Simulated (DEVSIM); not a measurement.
Device: abrupt InP n-p junction, at 300 K.

```csv
layer (left to right),material,thickness (μm),Nd (cm⁻³),Na (cm⁻³),τn (s),τp (s)
1,InP,0.340,4.8e15,-,3.9e-8,3.9e-8
2,InP,20.0,-,9.9e14,3.9e-8,3.9e-8
```

Left contact: ohmic. Right contact: ohmic. Voltage is applied to the left contact. Recombination: SRH at mid-gap. Mobility is μmin + (μ − μmin)/(1 + (N/Nref)^α).

Constants are typed, rounded textbook-type inputs, not results; the design itself was drawn at random and stands for no fabricated device. Values at 300 K.

```tsv
parameter	InP
gap (eV)	1.344
affinity (eV)	4.38
permittivity	12.5
Nc (cm⁻³)	5.7e17
Nv (cm⁻³)	1.1e19
μn (cm²/Vs)	5200
μp (cm²/Vs)	170
μn,min	400
μp,min	10
Nref,n	3e17
Nref,p	4.9e17
αn	0.47
αp	0.62
```

Model (solved in DEVSIM): 1D drift-diffusion, Boltzmann statistics, complete ionisation; no tunnelling, impact ionisation, image-force lowering or self-heating.

### Question
Tabulate band edges, carrier densities and field at zero bias.

### Answer
Energies count from the Fermi level of the right contact; mesh points crowd at the junctions.

```csv
x (μm),Ec (eV),Ev (eV),n (cm⁻³),p (cm⁻³),field (V/cm)
0.000,0.123,-1.220,4.8e15,< 1e2,670
0.02462,0.125,-1.219,4.5e15,< 1e2,730
0.07078,0.129,-1.215,3.8e15,< 1e2,1100
0.1510,0.145,-1.198,2.0e15,< 1e2,3200
0.2730,0.224,-1.120,9.8e13,< 1e2,10000
0.3174,0.277,-1.067,1.3e13,< 1e2,13000
0.3410,0.310,-1.034,3.5e12,< 1e2,15000
0.3825,0.370,-0.974,3.4e11,480,14000
0.4490,0.462,-0.882,1.0e10,17000,13000
0.5929,0.638,-0.706,1.1e7,1.5e7,11000
0.8924,0.910,-0.434,300,5.6e11,6900
1.848,1.103,-0.241,< 1e2,9.7e14,39
3.504,1.103,-0.241,< 1e2,9.9e14,≈ 0
6.952,1.103,-0.241,< 1e2,9.9e14,≈ 0
14.21,1.103,-0.241,< 1e2,9.9e14,≈ 0
17.41,1.103,-0.241,< 1e2,9.9e14,≈ 0
18.95,1.103,-0.241,< 1e2,9.9e14,≈ 0
19.68,1.103,-0.241,< 1e2,9.9e14,≈ 0
20.11,1.103,-0.241,< 1e2,9.9e14,≈ 0
20.24,1.103,-0.241,< 1e2,9.9e14,≈ 0
20.30,1.103,-0.241,< 1e2,9.9e14,≈ 0
20.34,1.103,-0.241,< 1e2,9.9e14,≈ 0
```
